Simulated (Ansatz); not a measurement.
The starting structures come from a database of crystals and need not be the phases stable at ambient conditions.

 Where the default PAW files enter, the runs use the earlier of Ansatz's two default sets.

# Evanescent states of Ba2H6Os (Fm-3m, not sure to be the ambient phase, 9 atoms a cell, 14.7 Å³ an atom) along the normal of (110)

Level of theory: r2SCAN (plane waves, PAW; Ansatz, a program for electronic structure).

The gap is the functional's own. No spin-orbit coupling. Mid-gap values are interpolated on the energy grid.

Energies count from the valence-band top; κ is the least over a 6×4 mesh across the current.

```csv
E (eV),κ (1/Å),where
0.06,0.207,Γ
0.18,0.392,off Γ
0.30,0.429,Γ
0.42,0.439,Γ
0.54,0.441,Γ
0.66,0.433,Γ
0.78,0.425,Γ
0.90,0.418,Γ
1.02,0.409,Γ
1.14,0.401,Γ
1.26,0.392,Γ
1.38,0.383,Γ
1.50,0.373,Γ
1.62,0.348,off Γ
1.74,0.312,off Γ
1.86,0.269,off Γ
1.98,0.222,off Γ
2.10,0.164,off Γ
2.22,0.060,off Γ
```

How thick must the barrier be to attenuate the transmission by 10^4 when the electrodes' Fermi level lies at 1.02 eV, and what attenuation does that film give at 1.74 eV?

d = 4 ln 10 / (2 × 0.409) = 11.3 Å. At 1.74 eV it gives 4 × 0.312/0.409 = 3.1 decades.
